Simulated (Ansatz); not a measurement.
# BeTe: response to strain

Consider BeTe in the zinc blende structure (space group F-43m, No. 216; a = 5.6043 Å). Axes: x, y, z lie along the cube axes.

Strains are applied to the cell and any free atomic positions relax.

Method: Ansatz (a first-principles code), PBEsol, PAW, cutoff 420 eV, spin-orbit coupling left out.

Notes on the quantities. energy relative to the base: free energy F.

```csv
uniaxial strain ε_zz (%),energy relative to the base (meV/atom)
-3,6.4
-2.5,4.4
-2,?
-1.5,1.6
-1,0.7
-0.5,0.2
0,0.0
```

### Question
Fit ΔE = Aε² + Bε³ (ε in %) to the rows shown and predict the withheld row.

### Answer
Least squares on the printed values gives A = 0.697 and B = -0.0043 meV/atom (largest residual 0.0 meV/atom); this predicts 2.8 meV/atom, and the run gives 2.8 meV/atom, in agreement.

Whether these cells are dynamically stable was not tested.
